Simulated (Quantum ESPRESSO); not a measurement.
Refining one setting for InP (F-43m, 2 atoms in the cell)

```
InP
1.0
    0.00000     3.00098     3.00098
    3.00098     0.00000     3.00098
    3.00098     3.00098     0.00000
In P
1 1
Direct
  0.00000   0.00000   0.00000
  0.25000   0.25000   0.25000
```

Method: PBE, PseudoDojo standard norm-conserving (PBE) pseudopotentials (plane waves; Quantum ESPRESSO).

The starting cell comes from a database of computed structures (which also holds hypothetical and non-ambient phases and stackings), without a prior relaxation at this level. Its lattice was rescaled by a random factor within 2.5 % of one. The shifted mesh does not hold Γ, so a gap read on it misses any band edge there.

Held fixed: ecutwfc = 70 Ry; occupations = smearing; smearing = gaussian; degauss = 0.0036749 Ry; potentials = {In: In.upf, P: P.upf}; K_POINTS = automatic 5 5 5 1 1 1.

ΔF is the free energy per atom less that of the last row (1e-13 Ry).

The series runs over conv_thr = 0.0001 Ry; 1e-05 Ry; 1e-07 Ry; 1e-09 Ry; 1e-11 Ry; 1e-13 Ry.

From which setting on does the pressure stay within 0.2 GPa of the last one?

From conv_thr = 1e-07 Ry on; the one before it is off by 0.22 GPa. The value it settles on is -1.1 GPa at this level of theory and with the other settings as held.

```json
[
 {"conv_thr": "0.0001 Ry", "ΔF (meV/atom)": "0.16", "pressure (GPa)": "-1.89", "gap on the mesh (eV)": "1.323", "iterations": "4"},
 {"conv_thr": "1e-05 Ry", "ΔF (meV/atom)": "0.02", "pressure (GPa)": "-1.36", "gap on the mesh (eV)": "1.321", "iterations": "5"},
 {"conv_thr": "1e-07 Ry", "ΔF (meV/atom)": "0.00", "pressure (GPa)": "-1.13", "gap on the mesh (eV)": "1.320", "iterations": "7"},
 {"conv_thr": "1e-09 Ry", "ΔF (meV/atom)": "0.00", "pressure (GPa)": "-1.14", "gap on the mesh (eV)": "1.320", "iterations": "8"},
 {"conv_thr": "1e-11 Ry", "ΔF (meV/atom)": "0.00", "pressure (GPa)": "-1.14", "gap on the mesh (eV)": "1.320", "iterations": "10"},
 {"conv_thr": "1e-13 Ry", "ΔF (meV/atom)": "0.00", "pressure (GPa)": "-1.14", "gap on the mesh (eV)": "1.320", "iterations": "11"}
]
```

Gaps are taken between levels on the mesh.

Left out of this page: 1 run of the series outside the window shown, repeating another row's setting, or not comparable.
